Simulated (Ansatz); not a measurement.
# WRu₃ (P6_3/mmc): resistivity and electron-phonon coupling

Data:

```yaml
crystal:
  lattice:
    - [5.44234, 0.00000, 0.00000]
    - [-2.72117, 4.71321, 0.00000]
    - [0.00000, 0.00000, 4.32569]
  atoms:
    - { symbol: Ru, position: [0.16639, 0.33277, 0.25000] }
    - { symbol: Ru, position: [0.83361, 0.66723, 0.75000] }
    - { symbol: Ru, position: [0.83361, 0.16639, 0.75000] }
    - { symbol: Ru, position: [0.16639, 0.83361, 0.25000] }
    - { symbol: Ru, position: [0.66723, 0.83361, 0.25000] }
    - { symbol: Ru, position: [0.33277, 0.16639, 0.75000] }
    - { symbol: W, position: [0.33333, 0.66667, 0.75000] }
    - { symbol: W, position: [0.66667, 0.33333, 0.25000] }
```

Computed with PBEsol, DFPT electron-phonon coupling, linearised Boltzmann equation (plane waves, PAW, scalar-relativistic; Ansatz, a first-principles code). Geometry: relaxed with this functional, without spin-orbit coupling.

```json
{
  "resistivity at 300 K": "31 (x), 31 (y), 15.1 (z) μΩ·cm",
  "resistivity at 77 K": "3.7 (x), 3.7 (y), 1.81 (z) μΩ·cm",
  "electron mean free path at 300 K (weighted by the current that each state carries)": "3.9 (x), 3.9 (y), 4.0 (z) nm",
  "electron-phonon coupling λ": "0.71",
  "transport coupling λ_tr": "0.71 (x), 0.71 (y), 0.73 (z)",
  "logarithmic_mean_phonon_energy": "18.9 meV",
  "density of states at the Fermi level": "4.3 states/(eV·spin·cell)",
  "drude_plasma_energy": "5.0 (x), 5.0 (y), 7.1 (z) eV"
}
```

A metal at this level (no band gap). Only scattering by harmonic phonons is included (no impurities, grain boundaries, electron-electron scattering or thermal expansion). Spin-orbit coupling is left out, which matters with elements this heavy. Halving the electron mesh (20x20x20) moves the resistivity by up to 6 % at 300 K, the mean free path by up to 10 %, the coupling by up to 4 %. Smearing 0.20 eV; phonons on a 3x3x3 q mesh, which this run doesn't test and which matters most at low temperature.

Computed structure with no diffraction record at hand here (it may be known, metastable or hypothetical): WRu3 (P6_3/mmc).
